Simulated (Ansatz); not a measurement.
The reference is TiC in the rock salt structure (space group Fm-3m, No. 225; a = 4.2934 Å; relaxed with 0.1 eV smearing). Axes: x, y, z lie along the cube axes.

Computed with plane-wave PAW DFT at the PBEsol level (Ansatz, a program for electronic structure, 420 eV), without spin-orbit coupling.

Strains are applied to the cell and any free atomic positions relax.

One change was made to it. Results:

```tsv
quantity	base	after
energy relative to the base (free energy F)	0 meV/atom	+1.6 meV/atom
pressure (mean of the normal stresses, compression positive)	0.0 GPa	0.0 GPa
```

Name the change that was made.
A) tensor shear ε_xy = +0.86 %
B) tensor shear ε_xy = +1.43 %
C) tensor shear ε_xy = +2.00 %
D) tensor shear ε_xy = +0.29 %

A, tensor shear ε_xy = +0.86 %. For comparison, the energy relative to the base in the other runs: tensor shear ε_xy = +0.29 % gives +0.2 meV/atom; tensor shear ε_xy = +1.43 % gives +4.4 meV/atom; tensor shear ε_xy = +2.00 % gives +8.6 meV/atom.

No phonon test of stability was made. The final runs are not spin-polarised.
